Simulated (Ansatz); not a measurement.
## LuZn$_{2}$ (space group Imma, No. 74; a cell from a computed database, its experimental status unchecked)

```yaml
crystal:
  lattice:
    - [-2.16663, 3.38065, 3.70171]
    - [2.16663, -3.38065, 3.70171]
    - [2.16663, 3.38065, -3.70171]
  atoms:
    - { symbol: Lu, position: [0.78026, 0.53026, 0.25000] }
    - { symbol: Lu, position: [0.21974, 0.46974, 0.75000] }
    - { symbol: Zn, position: [0.20736, 0.16570, 0.04166] }
    - { symbol: Zn, position: [0.79264, 0.83430, 0.95834] }
    - { symbol: Zn, position: [0.62404, 0.16570, 0.45834] }
    - { symbol: Zn, position: [0.37596, 0.83430, 0.54166] }
```

Computed with PBEsol (Ansatz, a program for electronic structure; PAW; 420 eV plane waves; without spin-orbit coupling). Γ-centred 13×13×13 mesh, Fermi–Dirac width 0.05 eV.

The volume per atom comes out as 18.08 Å³ and the density is 9.36 g/cm³. The band gap is zero. The total energy is -7058.143 eV/atom (σ→0; compares only within this code and set-up).

Stability against distortions was not tested.
